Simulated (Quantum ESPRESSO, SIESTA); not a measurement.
A Quantum ESPRESSO input for a self-consistent single point of TaNbAl6 (P4/mmm, 8 atoms in the cell) (DFT, PBEsol, plane waves, PseudoDojo standard norm-conserving (PBESOL) pseudopotentials):

```fortran
&control
    calculation = 'scf',
    prefix = 'run',
    outdir = './work',
    pseudo_dir = './',
    tprnfor = .true.,
    tstress = .true.,
/
&system
    ibrav = 6,
    celldm(1) = 7.241109256,
    celldm(3) = 2.22643462784,
    nat = 8,
    ntyp = 3,
    ecutwfc = 85,
    occupations = 'smearing',
    smearing = 'fermi-dirac',
    degauss = 0.0036749,
/
&electrons
    conv_thr = 1.0d-10,
/
ATOMIC_SPECIES
Ta   180.9479  Ta.upf
Al    26.9815  Al.upf
Nb    92.9064  Nb.upf
ATOMIC_POSITIONS angstrom
Ta    1.915915000    1.915915000    4.265659500
Al    1.915915000    1.915915000    0.000000000
Al    0.000000000    0.000000000    4.265659500
Al    0.000000000    1.915915000    2.142214201
Al    0.000000000    1.915915000    6.389104799
Al    1.915915000    0.000000000    2.142214201
Al    1.915915000    0.000000000    6.389104799
Nb    0.000000000    0.000000000    0.000000000
K_POINTS automatic
7 7 3  0 0 0
```

Task: Translate this input to SIESTA.

Result: One input that does it (others would too):

```
# files in the folder: Ta.psml Al.psml Nb.psml (PseudoDojo PBEsol standard)
SystemName  TaNbAl6
SystemLabel TaNbAl6

NumberOfAtoms                8
NumberOfSpecies              3
%block ChemicalSpeciesLabel
  1 73 Ta
  2 13 Al
  3 41 Nb
%endblock ChemicalSpeciesLabel
LatticeConstant              1.0 Ang
%block LatticeVectors
     3.831830000    0.000000000    0.000000000
     0.000000000    3.831830000    0.000000000
     0.000000000    0.000000000    8.531319000
%endblock LatticeVectors
AtomicCoordinatesFormat      ScaledCartesian
%block AtomicCoordinatesAndAtomicSpecies
     1.915915000    1.915915000    4.265659500  1
     1.915915000    1.915915000    0.000000000  2
     0.000000000    0.000000000    4.265659500  2
     0.000000000    1.915915000    2.142214201  2
     0.000000000    1.915915000    6.389104799  2
     1.915915000    0.000000000    2.142214201  2
     1.915915000    0.000000000    6.389104799  2
     0.000000000    0.000000000    0.000000000  3
%endblock AtomicCoordinatesAndAtomicSpecies

XC.functional                GGA
XC.authors                   PBEsol
PAO.BasisSize                TZP
PAO.EnergyShift              0.005 Ry
MeshCutoff                   400 Ry
%block kgrid.MonkhorstPack
    7   0   0  0.0
    0   7   0  0.0
    0   0   3  0.0
%endblock kgrid.MonkhorstPack
OccupationFunction           FD
ElectronicTemperature        0.05 eV

MaxSCFIterations             150
SCF.Mixer.Method             Pulay
SCF.Mixer.Weight             0.25
SCF.Mixer.History            8
SCF.DM.Tolerance             1.0E-04
Diag.ParallelOverK           true
WriteForces                  true
```

Basis, cutoffs, solver keys and any potentials are the target program's own. This input uses DFT, GGA PBEsol, numerical atomic orbitals TZP, PseudoDojo PBEsol standard norm-conserving potentials (rewritten from UPF to PSML).

The starting cell comes from a database of computed structures (which also holds hypothetical and non-ambient phases and stackings), without a prior relaxation at this level. Its lattice was rescaled by a random factor within 2.5 % of one. For this run, on top of that: lattice scaled by 0.98.
